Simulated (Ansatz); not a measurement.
This Ansatz (a first-principles code) input is the reference run, WC (space group P-6m2, No. 187), computed with Ansatz, r2SCAN, PAW, cutoff 500 eV, no SOC:

Ansatz 0.2 input:
```yaml
crystal:
  lattice:
    - [2.9121618203, 0, 0]
    - [-1.4560809101, 2.5220061163, 0]
    - [0, 0, 2.8362251359]
  atoms:
    - { symbol: W, position: [0, 0, 0] }
    - { symbol: C, position: [0.6666666667, 0.3333333333, 0.5] }
basis: { ecutwfc: 500, ecutrho_ratio: 4, xc_grid: 4, fft_grid_basis: typed }
kpoints: { mp_grid: { grid: [18, 18, 16] } }
hamiltonian:
  xc: r2scan
  dispersion: none
  pseudopotentials: { kind: paw }
scf: { occupations: { method: fermi_dirac, width: 0.05 }, convergence: { dr2_threshold: 0.0000000002 } }
output: { forces: true, stress: true }
```

Write the input for this change: uniaxial stress, 0.5 GPa compression along x; all other stress components relax to zero.


Ansatz 0.2 input:
```yaml
crystal:
  lattice:
    - [2.9121618203, 0, 0]
    - [-1.4560809101, 2.5220061163, 0]
    - [0, 0, 2.8362251359]
  atoms:
    - { symbol: W, position: [0, 0, 0] }
    - { symbol: C, position: [0.6666666667, 0.3333333333, 0.5] }
basis: { ecutwfc: 500, ecutrho_ratio: 4, xc_grid: 4, fft_grid_basis: typed }
kpoints: { mp_grid: { grid: [18, 18, 16] } }
hamiltonian:
  xc: r2scan
  dispersion: none
  pseudopotentials: { kind: paw }
scf: { occupations: { method: fermi_dirac, width: 0.05 } }
relax: { f_tol: 0.005, max_steps: 50, cell: { stress_tol: 0.01, sigma_target: [0.5, 0, 0, 0, 0, 0] } }
output: { forces: true, stress: true }
checkpoint: { write: state.ck, write_every: 1000 }
```
This is the input that was run.

Load acts through the strain it causes; cell and atoms are relaxed under it. sigma_target is in GPa, compression positive, in the order xx, yy, zz, yz, xz, xy. Stability under load was not tested beyond the relaxation. All final runs are without spin polarisation.
